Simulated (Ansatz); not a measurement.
Consider CsCl in the CsCl type structure (space group Pm-3m, No. 221).

```xyz
2
Lattice="4.1403 0.0000 0.0000 0.0000 4.1403 0.0000 0.0000 0.0000 4.1403" Properties=species:S:1:pos:R:3 pbc="T T T"
Cs     0.0000     0.0000     0.0000
Cl     2.0702     2.0702     2.0702
```

Computed with r2SCAN/PAW in Ansatz (a quantum-chemistry and plane-wave program), scalar-relativistic without spin-orbit coupling.

One change was made to it. Results:

The electron mass (degenerate bands, along [100]) changes from 0.36, 1.3 mₑ (at Γ) to 0.35, 1.3 mₑ (at Γ); the lattice parameter a decreases by 0.048 Å, from 4.140 Å to 4.092 Å; the valley order (the lowest conduction-band minima on the path, energy above the VBM, named in the base's zone) goes from Γ 5.91 eV; M along ⟨110⟩ 6.56 eV to Γ 5.88 eV; M along ⟨110⟩ 6.59 eV.

### Question
Which of these changes matches the shifts?
A. pressure 10 GPa
B. pressure 0.7 GPa
C. pressure −1 GPa
D. pressure −2 GPa
E. pressure 7.5 GPa

### Answer
B, pressure 0.7 GPa. For comparison, the valley order in the other runs: pressure −1 GPa gives Γ 5.70 eV; M along ⟨110⟩ 6.48 eV; pressure 7.5 GPa gives Γ 5.55 eV; M along ⟨110⟩ 6.72 eV; pressure −2 GPa gives Γ 5.25 eV; M along ⟨110⟩ 6.33 eV; pressure 10 GPa gives Γ 5.43 eV; M along ⟨110⟩ 6.72 eV.

The levels and masses belong to the bands next to the band gap. Load acts through the strain it causes; cell and atoms are relaxed under it. Effective masses come from finite differences of ±0.01 Å⁻¹. Whether these cells are dynamically stable was not tested. Competing high-pressure phases were not computed.
